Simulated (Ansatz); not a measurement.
## GaN: response to strain

The reference is GaN in the wurtzite structure (space group P6_3mc, No. 186; a = 3.183 Å, c = 5.185 Å). Axes: x lies along a and z along c of the hexagonal cell.

Strains are applied to the cell and any free atomic positions relax.

Method: PBEsol/PAW in Ansatz (a quantum-chemistry and plane-wave program), no spin-orbit coupling.

| uniaxial strain ε_xx (%) | band gap (eV) |
|---|---|
| 0 | 1.88 |
| 0.6 | 1.83 |
| 1.2 | 1.78 |
| 1.8 | ? |
| 2.4 | 1.69 |
| 3 | 1.64 |

Q: Fit E_g = E₀ + Dε (ε in %) to the rows shown and predict the withheld row.

A: Least squares on the printed values gives E₀ = 1.88 eV, D = -79.3 meV per % of strain (largest residual 0.00 eV); this predicts 1.74 eV, and the run gives 1.74 eV, in agreement.

Whether these cells are dynamically stable was not tested.
